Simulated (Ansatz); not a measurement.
Input and output of a self-consistent single point for Nb3Al (Pm-3n, 8 atoms in the cell) (Ansatz, an electronic-structure program).

Method: PBEsol, default PAW files made with PBE (plane waves; Ansatz).

```
Nb3Al
1.0
    5.20732     0.00000     0.00000
    0.00000     5.20732     0.00000
    0.00000     0.00000     5.20732
Al Nb
2 6
Cartesian
  0.00000   0.00000   0.00000
  2.60366   2.60366   2.60366
  1.30183   0.00000   2.60366
  3.90549   0.00000   2.60366
  2.60366   3.90549   0.00000
  2.60366   1.30183   0.00000
  0.00000   2.60366   3.90549
  0.00000   2.60366   1.30183
```

Reference input (self-consistent single point, DFT, PBEsol, plane waves, default PAW files made with PBE): kpoints.mp_grid.grid = 7 7 7; hamiltonian.xc = pbesol; hamiltonian.pseudopotentials = {kind: paw} (the program's default PAW files); scf.occupations.method = fermi_dirac; scf.occupations.width = 0.0073 Ry. This run's input differs from it in these lines:

Ansatz 0.2 input:
```diff
@@ -15,3 +15,3 @@
 kpoints:
-  mp_grid: { grid: [7, 7, 7] }
+  mp_grid: { grid: [9, 9, 9] }
 hamiltonian:
```

The program printed (abridged):

```
SCF iter   1: F=—  HF=-28023.379123 eV  |F-HF|=—  |Δ(HF+E_count)|=         —  Δρ=6.15e-3  dr2=4.34e-2  ethr=1.77e-3  ⟨swp⟩=6.3  Hψ=6949  notcnv=0
all-band conjugate gradients solve this SCF's bands
preconditioner: auto → Kerker (q_TF=auto, 2.502 Å⁻¹)
SCF iter   2: F=—  HF=-28023.369474 eV  |F-HF|=—  |Δ(HF+E_count)|=   9.65e-3  Δρ=3.29e-3  dr2=1.26e-2  ethr=5.17e-5  ⟨swp⟩=1.2  Hψ=2108  notcnv=0
SCF iter   3: F=—  HF=-28023.365925 eV  |F-HF|=—  |Δ(HF+E_count)|=   3.55e-3  Δρ=3.49e-4  dr2=1.06e-4  ethr=1.50e-5  ⟨swp⟩=2.3  Hψ=2688  notcnv=0
SCF iter   4: F=—  HF=-28023.365914 eV  |F-HF|=—  |Δ(HF+E_count)|=   1.16e-5  Δρ=7.74e-5  dr2=8.54e-6  ethr=1.26e-7  ⟨swp⟩=2.1  Hψ=3182  notcnv=0
SCF iter   5: F=—  HF=-28023.365907 eV  |F-HF|=—  |Δ(HF+E_count)|=   6.76e-6  Δρ=1.39e-5  dr2=2.83e-7  ethr=1.02e-8  ⟨swp⟩=2.0  Hψ=2354  notcnv=0
SCF iter   6: F=-28023.365907 eV  HF=-28023.365907 eV  |F-HF|=1.11e-8  |Δ(HF+E_count)|=   6.84e-8  Δρ=3.25e-6  dr2=1.78e-8  ethr=1.19e-10  ⟨swp⟩=6.6  Hψ=6419  notcnv=0
SCF 1 converged in 6 iterations: F = -28023.365907 eV  dr2 = 1.78e-8
Free energy (F): -28023.365907 eV
Internal energy: -28022.987962 eV  (E = F + TS)
E sigma→0 (E₀):  -28023.176935 eV
Entropy (-TS):   -0.377945 eV (-47.243 meV/atom)
Fermi energy:    15.194079 eV
--- Forces (eV/Å), atoms counted from 1 ---
  atom   1  Al    -0.00000000     0.00000000     0.00000000
   [... zero for the other atoms too ...]
--- Stress (GPa, compression-positive) ---
       -5.589696       0.000000       0.000000
        0.000000      -5.589696      -0.000000
        0.000000      -0.000000      -5.589696
  P = ⅓ Tr σ = -5.5897 GPa (-55.897 kbar)
  The stress holds the Pulay correction. Without it, at fixed plane waves, as pw.x and ABINIT print it: P = -5.6187 GPa
```

The run converged in 6 iterations. Against the reference run the free energy goes down by 1.2 meV/atom and the pressure hardly changes (-5.53 to -5.59 GPa).

The starting cell comes from a database of computed structures (which also holds hypothetical and non-ambient phases and stackings), without a prior relaxation at this level. Spin polarisation is off. With a pressure of about -6 GPa the cell is away from its equilibrium volume at this level. Ansatz's pressure includes its estimate of the finite-basis (Pulay) stress.
